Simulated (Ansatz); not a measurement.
SiH3 on the 1x1 (100) surface of fcc Cu, one in a 2x2 cell, energies for each (26.4 Å²). Energies are against SiH4(g) − ½ H2(g), without zero-point or thermal terms; each row is named by its start. No converged result for: 1 more start.

Level of theory: PBE (plane waves to 420 eV, PAW; Ansatz, an electronic-structure program).

Slab: 20 atoms, 5.3 Å thick at the start under the adsorbate (thin: gaps and levels are the slab's own); k 6x6x1, smearing 0.1 eV, dipole-corrected; 8 atoms held, the rest relaxed; each run with such symmetry as its start has; spin-polarised, no spin-orbit, no U, no dispersion correction.

A negative adsorption energy means that the adsorbate is more stable on the surface than in its reference. Starts that drift may end in the same place. Heights count from the host atoms within 0.3 Å of the top one.

| starting site | E_ads (eV) | height (Å) | nearest host atom (Å) | bonded to | Δ work function (eV) | lateral drift (Å) | moment (μB) |
|---|---|---|---|---|---|---|---|
| hollow Cu-Cu-Cu-Cu over Cu at depth 1.8 Å | -0.63 | 1.59 | Cu 2.43 | 4 Cu | -0.18 | 0.0 | 0.0 |
| bridge Cu-Cu (span 2.6 Å) | -0.63 | 1.60 | Cu 2.43 | 4 Cu | -0.18 | 1.3 | 0.0 |
